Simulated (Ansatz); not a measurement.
MoSe2, response to strain

Take MoSe2 in the 2H-MoS2 type structure (space group P6_3/mmc, No. 194; a = 3.228 Å, c = 12.346 Å; layered, stacked along the Cartesian z axis) as the base. Axes: x lies along a and z along c of the hexagonal cell.

Strains are applied to the cell and any free atomic positions relax.

Calculations: Ansatz (a program for electronic structure), PBEsol-D3(BJ), PAW, cutoff 420 eV, spin-orbit coupling left out, earlier PAW set.

Notes on the quantities. energy relative to the base: free energy F.

```csv
variant,energy relative to the base,hole mass,shortest interatomic distance,band gap
base,0 meV/atom,"2.1 mₑ along c, 0.63 mₑ across (at Γ)",2.503 Å,0.54 eV
isotropic strain +1.34 %,+6.9 meV/atom,"1.9 mₑ along c, 0.64 mₑ across (at Γ)",2.514 Å,0.62 eV
isotropic strain +3.28 %,+38 meV/atom,"1.8 mₑ along c, 0.64 mₑ across (at Γ)",2.529 Å,0.72 eV
uniaxial strain ε_zz = +4.87 %,+11 meV/atom,"1.2 mₑ along z, 1.00 mₑ across (at Γ)",2.508 Å,0.83 eV
```

Masses are band curvatures over ±0.01 Å⁻¹ around the edge. Whether these cells are dynamically stable was not tested.
